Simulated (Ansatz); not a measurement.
# Several settings converged on CrO₂ (Cmm2, 6 atoms in the cell)

```
CrO2
1.0
    4.44210     0.00000     0.00000
    0.00000     4.44210     0.00000
    0.00000     0.00000     2.93460
Cr O
2 4
Cartesian
  0.00000   0.00000   0.05000
  2.22105   2.22105   1.46730
  1.34596   1.34596   0.00000
  3.56701   0.87509   1.46730
  0.87509   3.56701   1.46730
  3.09614   3.09614   0.00000
```
Moments meant for the start (each program seeds them in its own way; μB, in the order of the atoms Cr Cr O O O O): 2.5 2.5 0.0 0.0 0.0 0.0.

Base method: PBEsol, default PAW files made with PBE (plane waves; Ansatz, an electronic-structure program).

Base settings: basis.ecutwfc = 420 eV; kpoints.mp_grid.grid = 3 3 5; hamiltonian.xc = pbesol; hamiltonian.pseudopotentials = {kind: paw} (the program's default PAW files); magnetization.spin_polarized = true; scf.occupations.method = fermi_dirac; scf.occupations.width = 0.1 eV.

The count of work is k-points × plane waves × bands × iterations; it is no time. 

**The cutoff for other potential files**

Level: DFT, PBEsol, plane waves, harder PAW files (source: ansatz) made with PBE.

In this ladder: hamiltonian.pseudopotentials = {kind: paw, source: ansatz}.

The second cell is the first with its lattice scaled by 0.98.

The mesh stays at the base's, so the ladder's end is converged at best in this setting alone.

The first pressure column holds Ansatz's estimate of the finite-basis (Pulay) stress, which hides part of the cutoff error; the other is without it.

Only quantities that move along the ladder and can be compared are tabulated.

| basis.ecutwfc | free energy less the last step's (meV/atom) | energy of the compressed cell less the first (meV/atom) | pressure (GPa) | pressure without the Pulay estimate (GPa) | largest difference of a force vector from the last step's (eV/Å) | count of work / last |
|---|---|---|---|---|---|---|
| 420 eV | 2649.09 | 69.04 | 3.64 | -197.28 | 0.759 | 0.099 |
| 510 eV | 668.78 | -17.71 | -12.90 | -70.17 | 0.090 | 0.14 |
| 650 eV | 64.20 | -6.28 | -9.20 | -17.83 | 0.015 | 0.20 |
| 790 eV | 3.52 | -7.11 | -9.38 | -10.03 | 0.003 | 0.28 |
| 930 eV | 0.65 | -7.17 | -9.39 | -9.41 | 0.000 | 0.35 |
| 1115 eV | 0.41 | -7.18 | -9.39 | -9.41 | 0.000 | 0.46 |
| 1395 eV | 0.17 | -7.19 | -9.40 | -9.40 | 0.000 | 0.65 |
| 1860 eV | 0.00 | -7.19 | -9.40 | -9.40 | 0.000 | 1.0 |

Coarsest basis.ecutwfc that holds the free energy within 2 meV/atom of the last step, with all finer ones: 930 eV, at 0.35 of the last step's count of work; the step before is off by 3.5 meV/atom.

Coarsest basis.ecutwfc that holds the pressure within 1 GPa of the last step, with all finer ones: 650 eV, at 0.20 of the last step's count of work; the step before is off by 3.5 GPa.

Coarsest basis.ecutwfc that holds the forces within 0.02 eV/Å of the last step, with all finer ones: 650 eV, at 0.20 of the last step's count of work; the step before is off by 0.090 eV/Å.

The energy difference between the two cells stays within 1 meV/atom of the last step's from 650 eV on, the total only from 930 eV on: much of the error is common to both cells and cancels.

At the lowest cutoff the pressure without the Pulay estimate lies 188 GPa under the last step's, the usual sign of Pulay stress in an incomplete plane-wave basis.

**The density cutoff**

The second cell is the first with its lattice scaled by 0.98.

The mesh stays at the base's, so the ladder's end is converged at best in this setting alone.

Only quantities that move along the ladder and can be compared are tabulated.

```csv
basis.ecutrho_ratio,free energy less the last step's (meV/atom),energy of the compressed cell less the first (meV/atom),pressure (GPa),largest difference of a force vector from the last step's (eV/Å)
2,-3.12,-7.84,-8.66,0.021
3,0.09,-7.06,-9.38,0.000
4,0.00,-7.05,-9.36,0.000
5,0.00,-7.05,-9.36,0.000
6,0.00,-7.05,-9.36,0.000
8,0.00,-7.05,-9.36,0.000
10,0.00,-7.05,-9.36,0.000
12,0.00,-7.05,-9.36,0.000
16,0.00,-7.05,-9.36,0.000
```

Coarsest basis.ecutrho_ratio that holds the energy of the compressed cell less the first within 0.2 meV/atom of the last step, with all finer ones: 3; the step before is off by 0.78 meV/atom.

Coarsest basis.ecutrho_ratio that holds the free energy within 2 meV/atom of the last step, with all finer ones: 3; the step before is off by 3.1 meV/atom.

Coarsest basis.ecutrho_ratio that holds the pressure within 0.05 GPa of the last step, with all finer ones: 3; the step before is off by 0.70 GPa.

The energy difference between the two cells stays within 1 meV/atom of the last step's from 2 on, the total only from 3 on: much of the error is common to both cells and cancels.

**The relaxed cell against the cutoff**

On CrO2 (P4_2/mnm, 6 atoms in the cell): atoms on their sites.

In this ladder: relax = cell and atoms.

The mesh stays at the base's, so the ladder's end is converged at best in this setting alone.

Only quantities that move along the ladder and can be compared are tabulated.

| basis.ecutwfc | relaxed volume (Å³/atom) | relaxation steps |
|---|---|---|
| 250 eV | 9.043 | 48 |
| 295 eV | 9.144 | 19 |
| 355 eV | 9.272 | 13 |
| 420 eV | 9.289 | 7 |
| 505 eV | 9.289 | 5 |
| 630 eV | 9.288 | 5 |
| 840 eV | 9.288 | 5 |

Coarsest basis.ecutwfc that holds the relaxed volume within 0.009 Å³/atom of the last step, with all finer ones: 420 eV; the step before is off by 0.016 Å³/atom.

At the lowest cutoff the cell relaxes to a volume 2.6 % smaller than at the highest. Ansatz relaxes on a stress corrected for the finite basis.

On the base run: the starting cell has typed, rounded lattice constants, without a prior relaxation at this level. Its lattice was rescaled by up to half a per cent. One atom was moved a little off its site on purpose. The magnetic order is the one reached from the typed start; others were not searched systematically. Without a gap this mesh is coarse (it stands for a supercell whose shortest vector is 13 Å).

Left out of this page: 1 run of the series failed or unconverged.

Keys are those of Ansatz 0.2.
